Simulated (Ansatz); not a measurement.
Start from Pd in the simple cubic structure (space group Pm-3m, No. 221; a = 2.614 Å; a hypothetical phase, not in the database extracts checked).

Structures relaxed with PBE/PAW in Ansatz (a quantum-chemistry and plane-wave program), no spin-orbit coupling.

Base:

Simulated powder pattern, Cu Kα1, λ = 1.54056 Å (kinematic, ideal powder, no thermal factors, no anomalous dispersion; the 14 strongest lines at most, above 2 %, up to 2θ = 90°):

| 2θ (°) | I/Imax (%) | hkl |
|---|---|---|
| 34.27 | 100 | (100) |
| 49.25 | 68 | (110) |
| 61.37 | 23 | (111) |
| 72.21 | 10 | (200) |
| 82.42 | 29 | (210) |

Now apply this change: hydrostatic tension (pressure −1 GPa).

After the change:

Simulated powder pattern, Cu Kα1, λ = 1.54056 Å (kinematic, ideal powder, no thermal factors, no anomalous dispersion; the 14 strongest lines at most, above 2 %, up to 2θ = 90°):

| 2θ (°) | d (Å) | I/Imax (%) | hkl |
|---|---|---|---|
| 34.17 | 2.622 | 100 | (100) |
| 49.10 | 1.854 | 68 | (110) |
| 61.18 | 1.514 | 23 | (111) |
| 71.98 | 1.311 | 10 | (200) |
| 82.14 | 1.172 | 29 | (210) |

The indices refer to the base's conventional cell; one index is shown for lines that coincide.

Load acts through the strain it causes; cell and atoms are relaxed under it. Whether these cells are dynamically stable was not tested. All final runs are without spin polarisation. Pd has a high density of states at the Fermi level and may be magnetic at this level.
